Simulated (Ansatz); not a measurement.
**Quick settings and what they miss: CuSe (P4/nmm, 4 atoms in the cell)**

Self-consistent single point.

```
CuSe
1.0
    3.83422     0.00000     0.00000
    0.00000     3.83422     0.00000
    0.00000     0.00000     5.52427
Cu Se
2 2
Cartesian
  0.00000   0.00000   0.00000
  1.91711   1.91711   0.00000
  1.91711   0.00000   3.99404
  0.00000   1.91711   1.53022
```

Method: PBEsol, default PAW files made with PBE (plane waves; Ansatz, a first-principles code).

Base settings: basis.ecutwfc = 420 eV; kpoints.mp_grid.grid = 9 9 6; hamiltonian.xc = pbesol; hamiltonian.pseudopotentials = {kind: paw} (the program's default PAW files); scf.occupations.method = cold; scf.occupations.width = 0.136 eV.

Tight run (finer mesh or higher cutoff; not a proven limit): basis.ecutwfc: 420 eV → 590 eV; kpoints.mp_grid.grid: 9 9 6 → 13 13 9; scf.convergence.dr2_threshold: default (1e-07 eV) → 1e-09 eV. It gave Fermi level (on the code's own zero) 8.83 eV; pressure -5.33 GPa; largest force (vector length) 0.499 eV/Å.

Quick runs, as changes from the base:
- A: the base itself
- B: basis.ecutwfc: 420 eV → 210 eV; kpoints.mp_grid.grid: 9 9 6 → 4 4 4; scf.occupations.method: cold → gaussian; scf.occupations.width: 0.136 eV → 0.2 eV
- C: basis.ecutwfc: 420 eV → 295 eV; kpoints.mp_grid.grid: 9 9 6 → 8 8 8; hamiltonian.xc: pbesol → lda [LDA (PW92)]
- D: basis.ecutwfc: 420 eV → 210 eV; kpoints.mp_grid.grid: 9 9 6 → 2 2 2; scf.occupations.method: cold → fermi_dirac; scf.occupations.width: 0.136 eV → 0.272 eV; scf.convergence.dr2_threshold: default (1e-07 eV) → 0.0001 eV
- E: basis.ecutwfc: 420 eV → 335 eV; kpoints.mp_grid.grid: 9 9 6 → 2 2 2; hamiltonian.xc: pbesol → lda; scf.occupations.method: cold → methfessel_paxton; scf.occupations.width: 0.136 eV → 0.2 eV [LDA (PW92)]
- F: kpoints.mp_grid.grid: 9 9 6 → 4 4 4; hamiltonian.xc: pbesol → lda; scf.occupations.method: cold → gaussian; scf.convergence.dr2_threshold: default (1e-07 eV) → 0.0001 eV [LDA (PW92)]

Energies are extrapolated to zero smearing width, which holds to low order in the width alone.

Dashes: energy of C, E, F, another energy zero.

† marks runs with another functional, U, potentials or spin treatment: their distance from the tight run is not a convergence error alone.

The count of work is k-points × plane waves × bands × iterations; it is no time. 

Pressures in the table are Ansatz's without its Pulay estimate, at a fixed set of plane waves; the tight run's value above holds the estimate.

The starting cell comes from a database of computed structures (which also holds hypothetical and non-ambient phases and stackings), without a prior relaxation at this level. Its lattice was rescaled by a random factor within 2.5 % of one. Spin polarisation is off. In the base run, with a pressure of about -5 GPa the cell is away from its equilibrium volume at this level. The run gives no clean gap (levels at the Fermi energy touch, overlap or are partly filled at this smearing), which alone does not show that the compound is a metal.

| run | energy less tight (meV/atom) | pressure less tight (GPa) | largest miss in a force vector (eV/Å) | count of work / tight |
|---|---|---|---|---|
| A | 2.0 | -0.03 | 0.013 | 0.23 |
| B | 6478.8 | -252.48 | 0.334 | 0.027 |
| C† | – | -17.64 | 0.237 | 0.19 |
| D | 6899.8 | -258.76 | 0.349 | 0.0085 |
| E† | – | -2.88 | 0.457 | 0.020 |
| F† | – | -2.77 | 0.320 | 0.052 |

Among the runs at the tight run's level, the energy misses run from 2.0 to 6899.8 meV/atom.

Keys are those of Ansatz 0.2.
